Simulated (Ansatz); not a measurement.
As_Ca+V_O in rock-salt CaO (start: the Ca site; O 2.42 Å away; 64-site cell, 2×2×2 shifted sampling). The numbers are results of PBE, PAW (plane waves to 420 eV; Ansatz, an electronic-structure program), not measurements. Total energies of the localised charge states, counted from that of charge +2, and their image corrections (point charge with alignment); the host's valence-band maximum lies at 7.525 eV on the cells' energy zero and its gap is 3.66 eV.

```csv
charge,moment (μB),E − E(first) (eV),correction (eV)
+2,1.0,0.000,0.447
+1,not spin-polarised,9.113,0.072
0,1.0,19.517,0.000
−1,not spin-polarised,29.646,0.176
```

### Question
Derive the transition levels above the valence-band maximum and say which of them are thermodynamic.

### Answer
A level is the Fermi energy at which two charges have equal formation energy: ε(q/q′) = [E(q′) + corr(q′) − E(q) − corr(q)] / (q − q′) − E_VBM.
ε(+2/+1) = [(9.113 + 0.072) − (0.000 + 0.447)] / 1 − 7.525 = 1.21 eV
ε(+1/0) = [(19.517 + 0.000) − (9.113 + 0.072)] / 1 − 7.525 = 2.81 eV
ε(0/−1) = [(29.646 + 0.176) − (19.517 + 0.000)] / 1 − 7.525 = 2.78 eV
Charge 0 lies above the lower envelope where its neighbours cross, so the level that counts is ε(+1/−1) = [(29.646 + 0.176) − (9.113 + 0.072)] / 2 − 7.525 = 2.79 eV.
Thermodynamic levels at least 0.1 eV inside the gap: (+2/+1) at 1.21 eV; (+1/−1) at 2.79 eV. They hold to tenths of an eV in this cell. Charges with a result: +2, +1, 0, −1. Others weren't obtained, and one of them could lie lower, also by skipping a charge. Adjacent levels lie within 0.1 eV of each other, so whether the charge between them is stable isn't decided. The geometries come from one start. Flagged in the runs: a strain field that reaches the edge of the cell.
